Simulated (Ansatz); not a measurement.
The starting structures come from a database of crystals and need not be the phases stable at ambient conditions.

## Evanescent states of SrHfN₂ (R-3m, not sure to be the ambient phase, 4 atoms a cell, 14.4 Å³ an atom, -2 GPa at this level) along the normal of (001)

All values below come from r2SCAN (plane waves, PAW; Ansatz, an electronic-structure program).

The gap is the functional's own. No spin-orbit coupling. Mid-gap values are interpolated on the energy grid.

Energies count from the valence-band top; κ is the least over a 12×12 mesh across the current.

```csv
E (eV),κ (1/Å),where
0.03,0.079,Γ
0.07,0.130,Γ
0.12,0.140,Γ
0.17,0.146,off Γ
0.23,0.142,off Γ
0.28,0.138,off Γ
0.33,0.132,off Γ
0.38,0.124,off Γ
0.42,0.116,off Γ
0.47,0.105,off Γ
0.53,0.091,off Γ
0.57,0.073,off Γ
0.62,0.047,off Γ
```

Q: How thick must the barrier be to attenuate the transmission by 10^6 when the electrodes' Fermi level lies at 0.07 eV, and what attenuation does that film give at 0.28 eV?

A: d = 6 ln 10 / (2 × 0.130) = 53.1 Å. At 0.28 eV it gives 6 × 0.138/0.130 = 6.4 decades.
